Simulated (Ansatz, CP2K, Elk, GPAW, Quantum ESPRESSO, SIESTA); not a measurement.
# AlInSb2 (P1, 4 atoms in the cell) computed with different codes at matched settings

Self-consistent single point, at a second geometry (atoms moved at random). First geometry:

```
AlInSb2
1.0
    4.42055     0.00000     0.00000
    0.00000     4.42055     0.00000
    0.00000     0.00000     6.22819
Al In Sb
1 1 2
Direct
  0.00000   0.00000   0.00000
  0.50000   0.50000   0.50000
  0.00000   0.50000   0.23337
  0.50000   0.00000   0.76663
```

Second geometry:
```xyz
4
Lattice="4.4206 0.0000 0.0000 0.0000 4.4206 0.0000 0.0000 0.0000 6.2282" Properties=species:S:1:pos:R:3 pbc="T T T"
Al    -0.0145     0.0054    -0.0380
In     2.2372     2.2484     3.1300
Sb     0.0151     2.1217     1.4759
Sb     2.1827     0.0450     4.7745
```

Shared settings, as Ansatz (an electronic-structure program) writes them: kpoints.mp_grid.grid = 4 4 3; scf.occupations.method = fermi_dirac; scf.occupations.width = 0.02 eV. Potentials and cutoffs stand in the table.

```json
[
 {"code": "Ansatz", "model": "PBEsol, PAW files made with PBE", "ΔF from the first geometry (meV/atom)": "12.6", "pressure (GPa)": "2.35", "largest force (eV/Å)": "0.762", "gap on the mesh (eV)": "0.744", "cutoff": "default"},
 {"code": "GPAW", "model": "PBEsol, GPAW PAW datasets PBEsol (made by gpaw-setup)", "ΔF from the first geometry (meV/atom)": "12.5", "pressure (GPa)": "1.97", "largest force (eV/Å)": "0.762", "gap on the mesh (eV)": "0.751", "cutoff": "550 eV"},
 {"code": "Elk", "model": "PBEsol, all-electron FP-LAPW, Elk's shipped species files, default APW+lo basis", "ΔF from the first geometry (meV/atom)": "12.9", "pressure (GPa)": "–", "largest force (eV/Å)": "–", "gap on the mesh (eV)": "0.731", "cutoff": "default"},
 {"code": "Quantum ESPRESSO", "model": "PBEsol, PseudoDojo standard norm-conserving (PBESOL) pseudopotentials", "ΔF from the first geometry (meV/atom)": "12.7", "pressure (GPa)": "2.32", "largest force (eV/Å)": "0.766", "gap on the mesh (eV)": "0.733", "cutoff": "80 Ry"},
 {"code": "SIESTA", "model": "GGA PBEsol, numerical atomic orbitals DZP, PseudoDojo PBEsol standard norm-conserving potentials (rewritten from UPF to PSML)", "ΔF from the first geometry (meV/atom)": "13.3", "pressure (GPa)": "2.77", "largest force (eV/Å)": "0.800", "gap on the mesh (eV)": "0.844", "cutoff": "grid 300 Ry"},
 {"code": "CP2K", "model": "PBEsol, GPW, DZVP-MOLOPT-SR-GTH basis, GTH-PBE potentials (GTH_POTENTIALS)", "ΔF from the first geometry (meV/atom)": "13.1", "pressure (GPa)": "3.98", "largest force (eV/Å)": "0.821", "gap on the mesh (eV)": "0.723", "cutoff": "grid 500 Ry"}
]
```

Size of the force on each atom (eV/Å): Sizes of forces hide their directions.

```
code                Al1    In2    Sb3    Sb4
----------------  -----  -----  -----  -----
Ansatz            0.762  0.168  0.755  0.170
GPAW              0.762  0.167  0.749  0.174
Quantum ESPRESSO  0.766  0.168  0.762  0.171
SIESTA            0.795  0.179  0.800  0.176
CP2K              0.821  0.180  0.794  0.169
```

A dash marks a value that a program does not give, or that is left out as unsure.

Gaps are read on the mesh.

On Ansatz's run: spin-orbit coupling is off.

The spread over the programs that give each value: ΔF from the first geometry within 0.8 meV/atom; pressure within 2.01 GPa; largest force within 0.059 eV/Å; gap on the mesh within 0.121 eV.

SIESTA and CP2K use small atom-centred bases, whose incompleteness enters pressures, forces and empty levels differently from a plane-wave cutoff. Elk treats all electrons, but the usual bases taken here (sphere radii, linearisation, local orbitals, empty states) were not tested for convergence, so the values are no reference for the others. Ansatz's pressure is given at a fixed set of plane waves, as the other plane-wave codes print theirs. In the pressure, CP2K (by 1.66) lies more than 1 GPa from the median of the plane-wave programs.

The starting cell comes from a database of computed structures (which also holds hypothetical and non-ambient phases and stackings), without a prior relaxation at this level. Its lattice was rescaled by a random factor within 2.5 % of one. For this run, on top of that: atoms moved at random.

Keys are those of Ansatz 0.2.
